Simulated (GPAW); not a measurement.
# Worked example: self-consistent single point of SrTiO3 (Pm-3m, 5 atoms in the cell) in GPAW

Method: PBE, GPAW PAW datasets PBE (gpaw-data 1.0.1) (plane waves; GPAW).

The input file:

```python
from ase import Atoms
from ase.units import GPa
from gpaw import GPAW, PW, FermiDirac

atoms = Atoms(['Sr', 'Ti', 'O', 'O', 'O'],
              cell=[[3.988958, 0.000000, 0.000000],
                    [0.000000, 3.988958, 0.000000],
                    [0.000000, 0.000000, 3.988958]],
              scaled_positions=[[0.000000, 0.000000, 0.000000],
                                [0.500000, 0.500000, 0.500000],
                                [0.500000, 0.000000, 0.500000],
                                [0.000000, 0.500000, 0.500000],
                                [0.500000, 0.500000, 0.000000]],
              pbc=True)

calc = GPAW(mode=PW(900),
            xc='PBE',
            kpts={'size': (6, 6, 6), 'gamma': True},
            occupations=FermiDirac(0.02),
            nbands=-4,
            convergence={'density': 1e-05, 'bands': -2},
            symmetry={'symmorphic': False, 'tolerance': 0.0005},
            maxiter=120,
            txt='-')

atoms.calc = calc

energy = atoms.get_potential_energy()
print('Energy (eV):', round(energy, 6))
forces = atoms.get_forces()
print('Forces (eV/Ang):')
print(forces.round(5))
stress = atoms.get_stress()
print('Stress (GPa, Voigt):', (stress / GPa).round(4))
```

Log, with long lists cut:

```
Input parameters:
  convergence: {bands: -2,
                density: 1e-05}
  kpts: {gamma: True,
         size: (6, 6, 6)}
  maxiter: 120
  mode: {ecut: 900.0000000000001,
         name: pw}
  nbands: -4
  occupations: {fixmagmom: False,
                name: fermi-dirac,
                width: 0.02}
  symmetry: {symmorphic: False,
             tolerance: 0.0005}
  xc: PBE

species:
  Sr:
    name: Strontium
    Z: 38.0
    valence: 10
    core: 28
    charge: 0.0
    file: Sr.PBE.gz

    # Using partial waves for Sr as LCAO basis

  Ti:
    name: Titanium
    Z: 22.0
    valence: 12
    core: 10
    charge: 0.0
    file: Ti.PBE.gz

    # Using partial waves for Ti as LCAO basis

  O:
    name: Oxygen
    Z: 8.0
    valence: 6
    core: 2
    charge: 0.0
    file: O.PBE.gz

    # Using partial waves for O as LCAO basis

Reference energy: -115843.341193  # eV

Spin-paired calculation

Convergence criteria:
 Maximum [total energy] change in last 3 cyles: 0.0005 eV / valence electron
 Maximum integral of absolute [dens]ity change: 1e-05 electrons / valence electron
 Maximum integral of absolute [eigenst]ate change: 4e-08 eV^2 / valence electron
 Maximum number of scf [iter]ations: 120

Symmetries present (total): 48
Symmetries with fractional translations: 0
216 k-points: 6 x 6 x 6 Monkhorst-Pack grid + [1/12,1/12,1/12]
20 k-points in the irreducible part of the Brillouin zone
       k-points in crystal coordinates                weights
   0:     0.00000000    0.00000000    0.00000000          1/216
   1:     0.16666667    0.00000000    0.00000000          6/216
   2:     0.16666667    0.16666667    0.00000000         12/216
   [... 7 lines left out ...]
          ...
  19:     0.50000000    0.50000000    0.50000000          1/216

Wave functions: Plane wave expansion
  Cutoff energy: 900.000 eV
  Number of coefficients (min, max): 3868, 3912
  Pulay-stress correction: 0.000000 eV/Ang^3 (de/decut=0.000000)

Occupation numbers: Fermi-Dirac:
  width: 0.0200  # eV

Eigensolver

Densities:
  Coarse grid: 28*28*28 grid
  Fine grid: 56*56*56 grid
  Total Charge: 0.000000

Density mixing:
  Method: separate
  Backend: pulay
  Linear mixing parameter: 0.05
  old densities: 5
  Damping of long wavelength oscillations: 50

Hamiltonian:
  XC and Coulomb potentials evaluated on a 56*56*56 grid
  External potential:
    NoExternalPotential

XC parameters: PBE with 2 nearest neighbor stencil

Number of atoms: 5
Number of atomic orbitals: 30
Number of bands in calculation: 24
Number of valence electrons: 40
Bands to converge: 22

Density initialized from atomic densities
  24 bands from LCAO basis set

Atomic positions and initial magnetic moments

Positions:
   0 Sr     0.000000    0.000000    0.000000    ( 0.0000,  0.0000,  0.0000)
   1 Ti     1.994479    1.994479    1.994479    ( 0.0000,  0.0000,  0.0000)
   2 O      1.994479    0.000000    1.994479    ( 0.0000,  0.0000,  0.0000)
   3 O      0.000000    1.994479    1.994479    ( 0.0000,  0.0000,  0.0000)
   4 O      1.994479    1.994479    0.000000    ( 0.0000,  0.0000,  0.0000)

Unit cell:
           periodic     x           y           z      points  spacing
  1. axis:    yes    3.988958    0.000000    0.000000    28     0.1425
  2. axis:    yes    0.000000    3.988958    0.000000    28     0.1425
  3. axis:    yes    0.000000    0.000000    3.988958    28     0.1425

  Lengths:   3.988958   3.988958   3.988958
  Angles:   90.000000  90.000000  90.000000

Effective grid spacing dv^(1/3) = 0.1425

     iter     time        total  log10-change:
                         energy   eigst   dens
iter:   1 --:--:--   -45.106091   +0.43
iter:   2 --:--:--   -43.287846   -0.57  -0.95
iter:   3 --:--:--   -39.461779   +0.17  -1.02
iter:   4 --:--:--   -39.606757   -0.71  -1.38
iter:   5 --:--:--   -39.821911   -1.57  -1.42
iter:   6 --:--:--   -39.672546   -0.69  -1.59
iter:   7 --:--:--   -39.648726   -1.55  -2.10
iter:   8 --:--:--   -39.627060   -2.05  -2.18
iter:   9 --:--:--   -39.638949   -2.39  -2.49
iter:  10 --:--:--   -39.636785c  -3.04  -2.36
iter:  11 --:--:--   -39.649267c  -2.44  -2.33
iter:  12 --:--:--   -39.621897   -2.21  -2.30
iter:  13 --:--:--   -39.622602   -2.70  -3.04
iter:  14 --:--:--   -39.622676c  -3.46  -3.43
iter:  15 --:--:--   -39.622558c  -4.36  -3.50
iter:  16 --:--:--   -39.622708c  -3.83  -3.42
iter:  17 --:--:--   -39.622560c  -5.02  -3.34
iter:  18 --:--:--   -39.622555c  -6.05  -3.73
iter:  19 --:--:--   -39.622515c  -4.89  -3.71
   [... 8 lines left out ...]
iter:  28 --:--:--   -39.622520c  -5.98  -4.43
iter:  29 --:--:--   -39.622515c  -6.55  -4.13
iter:  30 --:--:--   -39.622514c  -6.52  -4.41
iter:  31 --:--:--   -39.622514c  -7.16  -4.48
iter:  32 --:--:--   -39.622516c  -6.73  -4.53
iter:  33 --:--:--   -39.622515c  -7.67c -4.62
iter:  34 --:--:--   -39.622515c  -8.46c -4.71
iter:  35 --:--:--   -39.622515c  -8.08c -4.72
iter:  36 --:--:--   -39.622515c  -6.55  -4.66
iter:  37 --:--:--   -39.622515c  -7.31  -4.88
iter:  38 --:--:--   -39.622515c  -7.64c -4.87
iter:  39 --:--:--   -39.622515c  -7.78c -4.81
iter:  40 --:--:--   -39.622515c  -7.88c -5.03c

Converged after 40 iterations.

Dipole moment: (-0.000000, 0.000000, 0.000000) |e|*Ang

Energy contributions relative to reference atoms: (reference = -115843.341193)

Kinetic:        +32.231131
Potential:      -37.320754
External:        +0.000000
XC:             -35.180941
Entropy (-ST):   -0.000000
Local:           +0.648050
SIC:             +0.000000
--------------------------
Free energy:    -39.622515
Extrapolated:   -39.622515

Showing only first 2 kpts
 Kpt  Band  Eigenvalues  Occupancy
  0    18      5.51043    2.00000
  0    19      5.51043    2.00000
  0    20      7.66300    0.00000
  0    21      7.66300    0.00000

  1    18      5.37380    2.00000
  1    19      5.37380    2.00000
  1    20      7.69594    0.00000
  1    21      8.17572    0.00000

Fermi level: 6.65507

Gap: 1.773 eV
Transition (v -> c):
  (s=0, k=19, n=19, [0.50, 0.50, 0.50]) -> (s=0, k=0, n=20, [0.00, 0.00, 0.00])
Direct/indirect transitions are different
Direct gap: 2.153 eV
Transition at: (s=0, k=0, n=19, [0.00, 0.00, 0.00])
Energy (eV): -39.622515

Forces in eV/Ang:
  0 Sr    0.00000    0.00000    0.00000
  1 Ti    0.00000   -0.00000    0.00000
  2 O     0.00000   -0.00000    0.00000
  3 O     0.00000    0.00000    0.00000
  4 O     0.00000    0.00000    0.00000

Stress tensor:
     0.033574    -0.000000     0.000000
    -0.000000     0.033574     0.000000
     0.000000     0.000000     0.033574
Stress (GPa, Voigt): [ 5.3792  5.3792  5.3792  0.      0.     -0.    ]
```

The run converged in 40 iterations. GPAW prints stress with tension positive.

At such cutoffs GPAW's stress carries a finite-basis (Pulay) error, which enters relaxed cells too; its log prints stress with tension positive.

The starting cell has typed, rounded lattice constants, without a prior relaxation at this level. Its lattice was rescaled by a random factor within 2.5 % of one.

Cost on one core of a shared machine: roughly 50 s.
